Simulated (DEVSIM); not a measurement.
Structure: Ru/SiON/SiO2/p-Si capacitor, at 300 K.

| layer (left to right) | material | thickness (nm) | Na (cm⁻³) |
|---|---|---|---|
| 1 | SiON | 11.0 | - |
| 2 | SiO2 | 0.990 | - |
| 3 | Si | 14000 | 1.8e15 |

Metal gate on the left, work function 4.7 eV. Fixed charge at the semiconductor interface -3e11 cm⁻² (in units of +e); interface traps 2e12 cm⁻² eV⁻¹, uniform in energy, neutral level at 0.5 of the gap above the valence band.

This is a model device: material constants are rounded textbook-type values typed into the input, and sizes, dopings and lifetimes were drawn at random. Values at 300 K.

```tsv
parameter	SiON	SiO2	Si
gap (eV)	7	9	1.124
affinity (eV)	1.4	0.9	4.05
permittivity	5.5	3.9	11.7
Nc (cm⁻³)	-	-	2.86e19
Nv (cm⁻³)	-	-	3.1e19
```

DEVSIM, 1D Poisson equation in equilibrium, Boltzmann statistics, complete ionisation; no quantum confinement or tunnelling. Metal contacts follow the ideal Schottky-Mott rule: no Fermi-level pinning, no interface dipoles.

Task: Give the band bending (positive: bands bend down) and minority sheet density.

Result: 
| Vg (V) | ψs (V) | minority carriers (cm⁻²) |
|---|---|---|
| -2 | -0.247 | < 1e8 |
| -1.7 | -0.234 | < 1e8 |
| -1.4 | -0.216 | < 1e8 |
| -1.1 | -0.191 | < 1e8 |
| -0.8 | -0.149 | < 1e8 |
| -0.5 | -0.065 | < 1e8 |
| -0.2 | 0.076 | < 1e8 |
| 0.1 | 0.233 | < 1e8 |
| 0.4 | 0.394 | < 1e8 |
| 0.7 | 0.555 | 2.1e8 |
| 1 | 0.705 | 5.2e10 |
| 1.3 | 0.783 | 4.4e11 |
| 1.6 | 0.820 | 1.0e12 |
| 1.9 | 0.843 | 1.6e12 |
| 2.2 | 0.859 | 2.3e12 |
| 2.5 | 0.872 | 3.0e12 |
